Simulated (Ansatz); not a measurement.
Take LiTaO$_{3}$ (space group R3c, No. 161) as the base.

Space group R3c, hexagonal axes (No. 161); a = 5.1399 Å, b = 5.1399 Å, c = 13.7710 Å, α = 90.00°, β = 90.00°, γ = 120.00°

```
atom  site  symmetry       x       y       z
----  ----  --------  ------  ------  ------
Li      6a        3.  0.0000  0.0000  0.2948
Ta      6a        3.  0.0000  0.0000  0.0116
O      18b         1  0.0483  0.3439  0.0813
```
(The calculation used a cell of 10 atoms; values per cell refer to that cell.)

Method: PBEsol (Ansatz, a program for electronic structure), no spin-orbit coupling.

Base values:

The largest site moment comes out as 0.00 μB and the lattice parameter a is 5.140 Å.

Now apply this change: every Ta is replaced by Ga, then cell and atoms are relaxed.

Question: Estimate the effect on the largest site moment.

Answer: The largest site moment goes from zero to 0.59 μB.

Question: Estimate the effect on the lattice parameter a.

Answer: The lattice parameter a increases by 0.038 Å, from 5.140 Å to 5.178 Å.

Other magnetic orders, which the real material may have, were not ruled out. No phonon test of stability was made. As relaxed here, LiGaO3 is a hypothetical phase, not in the database extracts checked.
